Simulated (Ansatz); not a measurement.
Ansatz (an electronic-structure program) run on CaBi2 (Fd-3m, 6 atoms in the cell): self-consistent single point.

Method of the run: PBE, harder PAW files (source: ansatz) (plane waves; Ansatz).

```xyz
6
Lattice="0.0000 4.5746 4.5746 4.5746 0.0000 4.5746 4.5746 4.5746 0.0000" Properties=species:S:1:pos:R:3 pbc="T T T"
Bi     1.1437     1.1437     1.1437
Bi     1.1437     3.4310     3.4310
Bi     3.4310     1.1437     3.4310
Bi     3.4310     3.4310     1.1437
Ca     6.8620     6.8620     6.8620
Ca     4.5746     4.5746     4.5746
```

Reference input (self-consistent single point, DFT, PBE, plane waves, default PAW files): basis.ecutwfc = 420 eV; kpoints.mp_grid.grid = 8 8 8; hamiltonian.xc = pbe; hamiltonian.pseudopotentials = {kind: paw} (the program's default PAW files); scf.occupations.method = methfessel_paxton; scf.occupations.width = 0.1 eV. This run's input differs from it in these lines:

Ansatz 0.2 input:
```diff
@@ -12,4 +12,2 @@
     - { symbol: Ca, position: [0.50000000, 0.50000000, 0.50000000] }
-basis:
-  ecutwfc: 420.0
 kpoints:
@@ -18,3 +16,3 @@
   xc: pbe
-  pseudopotentials: { kind: paw }
+  pseudopotentials: { kind: paw, source: ansatz }
 scf:
```

Output (repeated stretches shortened):

```
SCF iter   1: F=—  HF=-67934.476932 eV  |F-HF|=—  |Δ(HF+E_count)|=         —  Δρ=7.66e-2  dr2=3.53e1  ethr=3.10e-3  ⟨swp⟩=8.0  Hψ=8049  notcnv=0
all-band conjugate gradients solve this SCF's bands
preconditioner: auto → Kerker (q_TF=auto, 2.495 Å⁻¹)
SCF iter   2: F=—  HF=-67929.556425 eV  |F-HF|=—  |Δ(HF+E_count)|=    4.92e0  S|Δr|=    0.00e0  Δρ=1.98e-2  dr2=2.90e0  ethr=3.10e-3  ⟨swp⟩=3.2  Hψ=3879  notcnv=0  defer=116
   [... lines left out ...]
SCF iter   8: F=—  HF=-67929.021990 eV  |F-HF|=—  |Δ(HF+E_count)|=   4.53e-8  S|Δr|=    0.00e0  Δρ=1.62e-5  dr2=6.20e-7  ethr=6.71e-9  ⟨swp⟩=2.6  Hψ=3198  notcnv=0  defer=119
SCF iter   9: F=—  HF=-67929.021990 eV  |F-HF|=—  |Δ(HF+E_count)|=   2.08e-8  S|Δr|=    0.00e0  Δρ=5.06e-6  dr2=1.41e-7  ethr=8.93e-11  ⟨swp⟩=11.6  Hψ=9300  notcnv=0
SCF iter  10: F=-67929.021990 eV  HF=-67929.021990 eV  |F-HF|=3.73e-9  |Δ(HF+E_count)|=   2.40e-8  S|Δr|=    0.00e0  Δρ=2.13e-6  dr2=7.27e-9  ethr=8.93e-11  ⟨swp⟩=4.0  Hψ=5117  notcnv=0
SCF 1 converged in 10 iterations: F = -67929.021990 eV  dr2 = 7.27e-9
Stability not checked (fill_not_monotonic)
Free energy (F): -67929.021990 eV
Internal energy: -67929.021026 eV  (E = F + TS)
E sigma→0 (E₀):  -67929.021749 eV
Entropy (-TS):   -0.000964 eV (-0.161 meV/atom)
Fermi energy:    11.440882 eV
--- Forces (eV/Å), atoms counted from 1 ---
  atom   1  Bi     0.00000000    -0.00000000     0.00000000
   [... zero for the other atoms too ...]
--- Stress (GPa, compression-positive) ---
        3.740093       0.000000      -0.000000
        0.000000       3.740093       0.000000
       -0.000000       0.000000       3.740093
  P = ⅓ Tr σ = 3.7401 GPa (37.401 kbar)
  The stress holds the Pulay correction. Without it, at fixed plane waves, as pw.x and ABINIT print it: P = 3.7384 GPa
```

The run converged in 10 iterations. Against the reference run the pressure hardly changes (3.69 to 3.74 GPa). The full log also holds: “WARN basis.ecutwfc = 520 eV, the default”.

The starting cell was generated: these elements placed on a structure prototype, without a prior relaxation; it need not be a known phase or ordering of this composition. Its lattice was rescaled by a random factor within 2.5 % of one. With a pressure of about 4 GPa the cell is away from its equilibrium volume at this level. Ansatz's pressure includes its estimate of the finite-basis (Pulay) stress.

Cost on one core of a shared machine: roughly 30 s.
